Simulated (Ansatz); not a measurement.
# Uncharged defects in GaN (wurtzite)

Each row is a formation energy against the perfect crystal and the reservoirs in brackets; V_X is an empty X site, X_Y an X atom on a Y site, X_i an atom off the sites. Values in eV.

Plane-wave PAW calculations with Ansatz (an electronic-structure program), its default PAW set, cutoff 420 eV, 500 eV for r2SCAN. The structures are at rest with PBE, within the held lattices; other levels are single points on them. Neutral cells; Fermi-Dirac smearing of at most 0.10 eV in the solids, energies taken to zero width. The lattices are those relaxed with PBE, so at other levels the solids can be strained, which adds to the spread. Larger cells are relaxed from a start prepared with the learned potential CHGNet, on a coarser mesh till forces fall under 0.03 eV/Å, which some starts already meet. A dispersion term (D3(BJ), or D4 for r2SCAN) was computed beside these levels and is taken off wherever the name lacks it. The PAW files were made for PBE and serve at the other functionals too. Space groups of crystals are read within 0.01 Å. Static lattices, no vibrational contributions. No structure search was made; lower ones may exist. Spin-orbit coupling is left out. Runs with 4f elements can settle in higher electronic states, so these values are less sure. No search over spin orders was made beyond those shown. Values are for these cell sizes. Mesh and cell size may move defect energies by 0.1 eV or more. The value holds for the reservoirs listed; other chemical potentials shift it. For some rows a cell is symmetric and got no random move, so less symmetric positions weren't tried.

```tsv
system	PBE	r2SCAN
Eu_Ga (128 sites; Ga (Cmce); Eu (bcc)); parallel moments	0.98	0.58
Be_Ga (192 sites; Ga (Cmce); Be (hcp))	0.97	1.51
H_i + Mg_Ga (128 sites; H_i amid 1 N; 3.2 Å apart; Ga (Cmce); Mg (hcp); H2 (gas))	0.20	0.09
In_Ga (128 sites; Ga (Cmce); In (I4/mmm))	1.52	[?]
```

### Question
Complete the blanks.

### Answer

- In_Ga (128 sites; Ga (Cmce); In (I4/mmm)), r2SCAN: 1.25
